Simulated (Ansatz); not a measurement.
Start from BP in the zinc blende structure (space group F-43m, No. 216).

```
BP
1.0
    0.00000     2.24526     2.24526
    2.24526     0.00000     2.24526
    2.24526     2.24526     0.00000
B P
1 1
Direct
  0.00000   0.00000   0.00000
  0.25000   0.25000   0.25000
```

Cartesian axes are those of the cell as printed.

Level of theory: LDA (Ansatz, a program for electronic structure), no SOC.

Modification: every lattice vector is shortened by 2.50 %, atoms relaxed at fixed cell.

Task: Predict the stress tensor and what it implies for the stiffness.

Result: Stress of the strained cell less that of the base (GPa, compression positive):
```
  15.37    0.00    0.00
   0.00   15.37    0.00
   0.00    0.00   15.37
```

Then B = −ΔP/(ΔV/V₀) with ΔV/V₀ = -0.0731 gives secant stiffness values (nonlinear terms included at this strain): B ≈ 210 GPa.

As a check, the harmonic strain energy −½ V₀ Δσ:ε is 41 meV/atom; the computed energy rise is 37 meV/atom.

No phonon test of stability was made.
